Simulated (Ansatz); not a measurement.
The starting structures come from a database of crystals and need not be the phases stable at ambient conditions.

The decay constant κ of evanescent states in the gap governs leakage through a thin film.

Given:

```
CELL_PARAMETERS angstrom
      6.59364     0.00000     0.00000
      0.00000     9.26369     0.00000
      3.29682     0.00000     3.29682
ATOMIC_POSITIONS crystal
  Mg 0.00000 0.00000 0.00000
  Mg 0.50000 0.50000 0.00000
  Sb 0.50000 0.83229 0.00000
  Sb 0.50000 0.16771 0.00000
  Sb 0.00000 0.33229 0.00000
  Sb 0.00000 0.66771 0.00000
  O  0.30165 0.67189 0.39670
  O  0.69835 0.32811 0.60330
  O  0.19835 0.17189 0.00000
  O  0.80165 0.82811 0.00000
  O  0.69835 0.67189 0.60330
  O  0.30165 0.32811 0.39670
  O  0.80165 0.17189 0.00000
  O  0.19835 0.82811 0.00000
  O  0.69008 0.00000 0.61984
  O  0.30992 0.00000 0.38016
  O  0.80992 0.50000 0.00000
  O  0.19008 0.50000 0.00000
```

Space group of this cell: P4_2/mnm. The cell is taken as given.

Transport runs along the normal of the first two printed cell vectors, the (110) plane of the conventional cell.

The gap is the functional's own. No spin-orbit coupling. Mid-gap values are interpolated on the energy grid.

### Question
Give the band gap and the smallest decay constant κ at mid-gap that r2SCAN in Ansatz (a quantum-chemistry and plane-wave program) yields.

### Answer
Gap 2.13 eV on a 10×4×10 mesh; κ = 0.242 1/Å, at the zone centre.
